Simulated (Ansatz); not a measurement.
Output of an Ansatz run (abridged):

```
WARN ansatz: RAYON_NUM_THREADS=1 ignored (pool sized by the plan → 1); use --threads N
Pseudopotentials: kind: paw
Pseudopotential: Li, paw, valence charge 3
Pseudopotential: W, paw, valence charge 14
Crystal: 4 atoms, lattice volume = 56.916 Å³
Basis set: ecut = 420 eV, 1081 PW (Γ)
Bands: 16, of which v1, the nominal top of the filled ones, is band 12 counted from 1 (11 counted from 0)
Symmetry: 16 space group operations
Space group: I4/mmm (ITA 139), of the structure as read, at distance tolerance 3.8e-5 Å
k-points: 159 of 1728
PAW frozen core: W, regenerated for the run's functional, and the local potential with it
Initial density: superposition of atomic densities (neutral atoms: chi_scale 0, normalization atom), corrected by the library's trained network
Initial wavefunctions: pseudopotential atomic-orbital guess
Eigensolver: davidson
Functional: x = slater, c = lda
SCF iter   1: F=—  HF=-10730.574248 eV  |F-HF|=—  |Δ(HF+E_count)|=         —  Δρ=2.08e-2  dr2=3.64e-1  ethr=1.77e-3  ⟨swp⟩=4.9  Hψ=10953  notcnv=0
all-band conjugate gradients solve this SCF's bands
preconditioner: auto → Kerker (q_TF=auto, 2.346 Å⁻¹)
SCF iter   2: F=—  HF=-10730.493230 eV  |F-HF|=—  |Δ(HF+E_count)|=   8.10e-2  Δρ=7.01e-3  dr2=1.88e-2  ethr=1.58e-3  ⟨swp⟩=2.0  Hψ=4222  notcnv=0
SCF iter   3: F=—  HF=-10730.488094 eV  |F-HF|=—  |Δ(HF+E_count)|=   5.14e-3  Δρ=2.50e-3  dr2=2.60e-3  ethr=8.17e-5  ⟨swp⟩=1.7  Hψ=3760  notcnv=0
SCF iter   4: F=—  HF=-10730.487552 eV  |F-HF|=—  |Δ(HF+E_count)|=   5.42e-4  Δρ=5.95e-4  dr2=2.17e-4  ethr=1.13e-5  ⟨swp⟩=1.3  Hψ=2943  notcnv=0
SCF iter   5: F=—  HF=-10730.487519 eV  |F-HF|=—  |Δ(HF+E_count)|=   3.32e-5  Δρ=1.63e-4  dr2=1.43e-5  ethr=9.43e-7  ⟨swp⟩=1.2  Hψ=2585  notcnv=0
SCF iter   6: F=—  HF=-10730.487519 eV  |F-HF|=—  |Δ(HF+E_count)|=   7.53e-7  Δρ=3.47e-5  dr2=7.06e-7  ethr=6.23e-8  ⟨swp⟩=2.1  Hψ=3081  notcnv=0
SCF iter   7: F=-10730.487518 eV  HF=-10730.487518 eV  |F-HF|=4.61e-9  |Δ(HF+E_count)|=   4.42e-8  Δρ=5.70e-6  dr2=1.89e-8  ethr=4.35e-10  ⟨swp⟩=5.3  Hψ=9437  notcnv=0
SCF 1 converged in 7 iterations: F = -10730.487518 eV  dr2 = 1.89e-8
SCF converged after 7 iterations
Free energy (F): -10730.487518 eV
Harris-Foulkes:  -10730.487518 eV  (|F-HF|=4.61e-9)
Internal energy: -10730.297132 eV  (E = F + TS)
E sigma→0 (E₀):  -10730.392325 eV
Entropy (-TS):   -0.190386 eV (-47.597 meV/atom)
Fermi energy:    7.119532 eV
--- Per-component energies (eV) ---
  E_band       = -484.460483
  E_kinetic    = 514.549706
  E_local      = -1489.370987  (includes V_loc(G=0)·N_el)
  E_nonlocal   = -87.640229
  E_hartree    = 509.130472
  E_xc         = -292.805236
  E_vxc        = -275.295230  (∫ρ·V_xc dr)
  E_paw        = -8365.918510  (= ΣΔE_a)
  E_vpaw       = -164.965213  (= ΣTr[D̂ρ^β])
  E_aug_tail   = -0.000038  (compensation charges beyond the density's cutoff)
  E_ewald      = -1518.525463
  E_core_change = 0.283153  (= ΣΔE_core)
  E_smearing   = -0.190386  (= −TS)
  E_closure    = 0.000000  (closes the sum)
  Σ components = -10730.487518   (vs F -10730.487518, Δ=0.00e0)
--- Forces (eV/Å), atoms counted from 1 ---
  atom   1  Li     0.00000000     0.00000000     0.00000000
   [... zero for the other atoms too ...]
  max |Σ_I F_I| component: 8.67e-19 eV/Å
--- Stress (GPa, compression-positive) ---
       -2.600205       0.000000       0.000000
        0.000000      -2.600205       0.000000
        0.000000       0.000000       0.801569
  P = ⅓ Tr σ = -1.4663 GPa (-14.663 kbar)
  The stress holds the Pulay correction. Without it, at fixed plane waves, as pw.x and ABINIT print it: P = -1.4759 GPa
--- Band table (eV; the first three rows and the last of 159) ---
  k-point 0: bands = ["-66.2766", "-36.9258", "-36.8550", "-36.4769", "-30.5242", "-30.4420", "-30.4410", "2.1845", "5.8965", "6.4367", "6.7764", "6.9460", "8.0055", "8.8916", "12.6169", "12.7521"]
  k-point 1: bands = ["-66.2763", "-36.9186", "-36.8615", "-36.4777", "-30.5233", "-30.4480", "-30.4452", "2.5765", "6.0656", "6.3166", "6.6279", "6.8085", "7.4728", "9.5323", "11.8174", "12.3510"]
  k-point 2: bands = ["-66.2759", "-36.9088", "-36.8703", "-36.4782", "-30.5220", "-30.4563", "-30.4523", "3.2069", "6.1587", "6.3695", "6.5573", "6.6303", "7.1415", "9.4173", "11.5981", "11.9232"]
  k-point 158: bands = ["-66.2766", "-36.9269", "-36.8541", "-36.4788", "-30.5218", "-30.4420", "-30.4399", "2.9908", "5.2388", "6.0277", "7.1656", "7.8850", "7.8852", "8.1342", "10.1111", "10.4890"]
```

The structure:

```xyz
4
Lattice="-1.8555 1.8555 4.1330 1.8555 -1.8555 4.1330 1.8555 1.8555 -4.1330" Properties=species:S:1:pos:R:3 pbc="T T T"
Li     0.0000     0.0000     4.1330
Li     0.0000     1.8555     2.0665
Li     1.8555     0.0000     2.0665
W      0.0000     0.0000     0.0000
```

Question: Write an input that gives this output.

Answer: Other spellings and defaults could give the same log, and not every line can be read from it. The input that was run (DFT, LDA (PW92), plane waves, default PAW files made with PBE):

Ansatz 0.2 input:
```yaml
crystal:
  lattice:
    - [-1.85547900, 1.85547900, 4.13297500]
    - [1.85547900, -1.85547900, 4.13297500]
    - [1.85547900, 1.85547900, -4.13297500]
  atoms:
    - { symbol: Li, position: [0.50000000, 0.50000000, 0.00000000] }
    - { symbol: Li, position: [0.75000000, 0.25000000, 0.50000000] }
    - { symbol: Li, position: [0.25000000, 0.75000000, 0.50000000] }
    - { symbol: W, position: [0.00000000, 0.00000000, 0.00000000] }
basis:
  ecutwfc: 420.0
kpoints:
  mp_grid: { grid: [12, 12, 12], shift: [0.5, 0.5, 0.5] }
hamiltonian:
  xc: lda
  pseudopotentials: { kind: paw }
scf:
  occupations: { method: fermi_dirac, width: 0.1 }
output:
  forces: true
  eigenvalues: true
  stress: true
```

The starting cell was generated: these elements placed on a structure prototype, without a prior relaxation; it need not be a known phase or ordering of this composition. Spin-orbit coupling is off. Spin polarisation is off. Ansatz's pressure includes its estimate of the finite-basis (Pulay) stress.

Ansatz is a quantum-chemistry and plane-wave program.
